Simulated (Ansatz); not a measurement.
Mg2Sn under a change: Sn interstitial (started 2.92 Å from the nearest host atom)

Take a 12-atom supercell of Mg$_{2}$Sn (space group Fm-3m, No. 225; a = 6.746 Å) at its relaxed geometry as the base.

Perturbation: a neutral Sn interstitial (started 2.92 Å from the nearest host atom), atoms relaxed at fixed cell, starting from a slightly rattled geometry.

Calculations: PBEsol (Ansatz, a quantum-chemistry and plane-wave program; PAW; 420 eV plane waves; scalar-relativistic without spin-orbit coupling). k-mesh 5×5×5 (Γ-centred); smearing 0.05 eV (Fermi–Dirac).

```json
[
 {"quantity": "pressure", "base": "0.0 GPa", "changed": "3.6 GPa", "shift": "+3.53 GPa"},
 {"quantity": "largest displacement of a host atom from its site in the perfect cell", "base": "–", "changed": "0.06 Å", "shift": "–"},
 {"quantity": "final site of the added atom", "base": "–", "changed": "8 Mg at 2.98 Å and 6 Sn at 3.37 Å", "shift": "–"}
]
```

Final structure:

```xyz
13
Lattice="-6.7460 0.0000 0.0000 0.0000 0.0000 6.7460 0.0000 6.7460 0.0000" Properties=species:S:1:pos:R:3 pbc="T T T"
Sn    -0.0013     0.0037     0.0014
Sn    -3.3732     3.3762     0.0006
Sn    -3.3719     0.0033     3.3737
Sn     0.0023     3.3770     3.3740
Mg    -5.0231     1.6530     1.7244
Mg    -1.7227     5.0983     1.7241
Mg    -1.7224     1.6536     5.0237
Mg    -5.0220     5.1014     5.0243
Mg    -1.7226     5.0992     5.0233
Mg    -5.0226     1.6518     5.0236
Mg    -5.0221     5.1008     1.7236
Mg    -1.7229     1.6558     1.7253
Sn     0.0021     3.3765     0.0001
```

Cost of the whole job for the changed cell (relaxation, final SCF and bands): roughly 14 core-minutes.

In so small a cell the defect repeats every few ångströms: this is an ordered compound, not a dilute defect. The defect cell is not spin-polarised.
